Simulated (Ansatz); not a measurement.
Take CsGeBr3 in the cubic perovskite structure (space group Pm-3m, No. 221; a = 5.475 Å; a cell from a computed database, its experimental status unchecked) as the base.

Perturbation: Pb takes the place of Ge on all its sites; the structure is relaxed again.

Levels (all Ansatz, a quantum-chemistry and plane-wave program, PAW): PBEsol (420 eV, no spin-orbit coupling); HSE06 (420 eV, spin-orbit coupling left out).

The geometry is relaxed with PBEsol.

| Item | Value |
|---|---|
| PBEsol lowest conduction level above the VBM at special points | R 1.43 eV; M 2.00 eV; X 2.50 eV; Γ 2.88 eV |

### Question
What does HSE06 give at this geometry for the lowest conduction level above the VBM at special points?

### Answer
The lowest conduction level above the VBM at special points changes from R 1.43 eV; M 2.00 eV; X 2.50 eV; Γ 2.88 eV to R 2.11 eV; M 2.68 eV; X 3.20 eV; Γ 3.65 eV.

Single points use the geometry relaxed with PBEsol. HSE06 was sampled on its mesh, a few special points and the semilocal edge points, so its gap is an upper bound. The levels and masses belong to the bands next to the band gap. Stability against distortions was not tested. Many cubic perovskites are stable only at high temperature; tilts and polar distortions were not tested. This is not the structure that CsPbBr3 has at room temperature and ambient pressure.
